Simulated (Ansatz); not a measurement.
Cell of CaF2-ML on CaF2-ML (facing F atop F, which symmetry holds and which is mostly a maximum against sliding; CaF2-ML a predicted or substrate-bound sheet, here free), with its geometry taken from a PBE+D3(BJ) run:

```yaml
crystal:
  lattice:
    - [3.59184, 0.00000, 0.00000]
    - [-1.79592, 3.11062, 0.00000]
    - [0.00000, 0.00000, 24.90000]
  atoms:
    - { symbol: F, position: [0.66667, 0.33333, 0.35963] }
    - { symbol: Ca, position: [0.00000, 0.00000, 0.39835] }
    - { symbol: F, position: [0.33333, 0.66667, 0.43680] }
    - { symbol: F, position: [0.33333, 0.66667, 0.56320] }
    - { symbol: Ca, position: [0.66667, 0.33333, 0.60165] }
    - { symbol: F, position: [0.00000, 0.00000, 0.64037] }
```

These are HSE06 (plane waves to 420 eV, PAW; Ansatz, a program for electronic structure) values and carry that method's errors. No spin–orbit coupling. Its k-point mesh 9×9×1, Fermi–Dirac width 0.01 eV. HSE06 ran on meshes of its own (9×9×1); its edges and gaps are taken over the mesh and over extra points off it, mostly where PBE has its edges. A dipole correction is on.

**Question.** Give the plane-averaged electrostatic potential energy of an electron along the normal (the smooth PAW potential), about its mean over the cell, from 5 Å under the lowest atom to 5 Å over the highest.

**Answer.** (z (Å), V (eV)): (4.012, 2.56); (4.150, 2.56); (4.427, 2.56); (4.565, 2.56); (4.703, 2.56); (4.980, 2.56); (5.118, 2.56); (5.395, 2.56); (5.533, 2.56); (5.672, 2.56); (5.948, 2.56); (6.087, 2.56); (6.225, 2.56); (6.502, 2.56); (6.640, 2.56); (6.917, 2.55); (7.055, 2.55); (7.193, 2.54); (7.470, 2.50); (7.608, 2.46); (7.747, 2.38); (8.023, 2.05); (8.162, 1.77); (8.438, -0.67); (8.577, -2.55); (8.715, -4.31); (8.992, -6.93); (9.130, -7.98); (9.268, -8.86); (9.545, -10.30); (9.683, -11.09); (9.822, -11.95); (10.098, -11.49); (10.237, -10.63); (10.513, -9.27); (10.652, -8.42); (10.790, -7.42); (11.067, -4.96); (11.205, -3.29); (11.343, -1.43); (11.620, 1.50); (11.758, 1.86); (12.035, 2.23); (12.173, 2.32); (12.312, 2.35); (12.588, 2.35); (12.727, 2.32); (12.865, 2.23); (13.142, 1.86); (13.280, 1.50); (13.557, -1.43); (13.695, -3.29); (13.833, -4.96); (14.110, -7.42); (14.248, -8.42); (14.387, -9.27); (14.663, -10.63); (14.802, -11.49); (15.078, -11.95); (15.217, -11.09); (15.355, -10.30); (15.632, -8.86); (15.770, -7.98); (15.908, -6.93); (16.185, -4.31); (16.323, -2.55); (16.462, -0.67); (16.738, 1.77); (16.877, 2.05); (17.153, 2.38); (17.292, 2.46); (17.430, 2.50); (17.707, 2.54); (17.845, 2.55); (17.983, 2.55); (18.260, 2.56); (18.398, 2.56); (18.675, 2.56); (18.813, 2.56); (18.952, 2.56); (19.228, 2.56); (19.367, 2.56); (19.505, 2.56); (19.782, 2.56); (19.920, 2.56); (20.197, 2.56); (20.335, 2.56); (20.473, 2.56); (20.750, 2.56); (20.888, 2.56)
